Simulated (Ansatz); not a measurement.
CuAu (space group P4/mmm, No. 123)

```yaml
crystal:
  lattice:
    - [2.80412, 0.00000, 0.00000]
    - [0.00000, 2.80412, 0.00000]
    - [0.00000, 0.00000, 3.61468]
  atoms:
    - { symbol: Cu, position: [0.50000, 0.50000, 0.50000] }
    - { symbol: Au, position: [0.00000, 0.00000, 0.00000] }
```

Computed with PBEsol, PAW, 420 eV (Ansatz, a first-principles code; no spin-orbit coupling). Γ-centred 17×17×13 mesh, Fermi–Dirac width 0.05 eV.

```json
{
  "volume_per_atom": "14.21 Å³",
  "density": "15.22 g/cm³",
  "band_gap": "zero",
  "total_energy": "-9797.990 eV/atom (σ→0; compares only within this code and set-up)"
}
```

Whether these cells are dynamically stable was not tested. All final runs are without spin polarisation.
